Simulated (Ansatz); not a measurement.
The parent structure is BP (space group P6_422, No. 181; a = 3.260 Å, c = 6.940 Å; a hypothetical phase, not in the database extracts checked). Axes: x lies along a and z along c of the hexagonal cell.

Computed with Ansatz (a first-principles code), PBEsol, PAW, cutoff 420 eV, without spin-orbit coupling.

Base values:

| Quantity | Result |
|---|---|
| Pressure | 0.0 GPa |
| Shortest interatomic distance | 1.999 Å |

Perturbation: the cell is stretched by 2.45 % along z with no lateral relaxation, atoms relaxed at fixed cell.

Question: What happens to the pressure?

Answer: The pressure (mean of the normal stresses, compression positive) goes from zero to -4.1 GPa.

Question: What does the calculation give for the energy relative to the base after the change?

Answer: The energy increases by 7.3 meV/atom.

Question: Predict the new valley order.

Answer: The valley order (the lowest conduction-band minima on the path, energy above the VBM, named in the base's zone) comes out as M (1/2, 0, 0) 0.02 eV; K (1/3, 1/3, 0) 1.23 eV.

Question: Estimate the effect on the shortest interatomic distance.

Answer: The shortest interatomic distance grows by 0.0165 Å (1.999 Å → 2.015 Å).

The cells carry an imposed strain or load. Stability against distortions was not tested. The base started in P3_121 and relaxed to P6_422 at this level. All final runs are without spin polarisation. Gaps under 0.05 eV, about the width of the smearing, are given as zero.
